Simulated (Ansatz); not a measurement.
Strongest site found for several adsorbates on fcc Ni, ferromagnetic (111).

Computed with PBE (plane waves to 420 eV, PAW; Ansatz, a quantum-chemistry and plane-wave program).

Counted are starts at which the adsorbate stayed whole and on top. Thin slabs; no dispersion, zero-point or thermal terms; negative values mean binding.

```json
[
 {"adsorbate, area an adsorbate": "Al, 21 Å²", "reference": "an atom of fcc Al", "bonded to": "3 Ni", "E_ads (eV)": "-0.38", "shortest bond to the host (Å)": "2.35"},
 {"adsorbate, area an adsorbate": "S, 21 Å²", "reference": "⅛ S8(g)", "bonded to": "3 Ni", "E_ads (eV)": "-2.10", "shortest bond to the host (Å)": "2.14"},
 {"adsorbate, area an adsorbate": "S, 11 Å²", "reference": "⅛ S8(g)", "bonded to": "3 Ni", "E_ads (eV)": "-1.23", "shortest bond to the host (Å)": "2.15"},
 {"adsorbate, area an adsorbate": "H, 11 Å²", "reference": "½ H2(g)", "bonded to": "3 Ni", "E_ads (eV)": "-0.55", "shortest bond to the host (Å)": "1.68"},
 {"adsorbate, area an adsorbate": "Li, 5 Å²", "reference": "an atom of bcc Li", "bonded to": "3 Ni", "E_ads (eV)": "___", "shortest bond to the host (Å)": "2.47"},
 {"adsorbate, area an adsorbate": "Li, 21 Å²", "reference": "an atom of bcc Li", "bonded to": "3 Ni", "E_ads (eV)": "-0.83", "shortest bond to the host (Å)": "2.47"},
 {"adsorbate, area an adsorbate": "C, 5 Å²", "reference": "an atom of graphite", "bonded to": "3 Ni", "E_ads (eV)": "___", "shortest bond to the host (Å)": "1.85"},
 {"adsorbate, area an adsorbate": "Au, 21 Å²", "reference": "an atom of fcc Au", "bonded to": "3 Ni", "E_ads (eV)": "0.16", "shortest bond to the host (Å)": "2.54"}
]
```

Complete the blanks.


- Li, 5 Å², E_ads (eV): -0.25
- C, 5 Å², E_ads (eV): 2.83
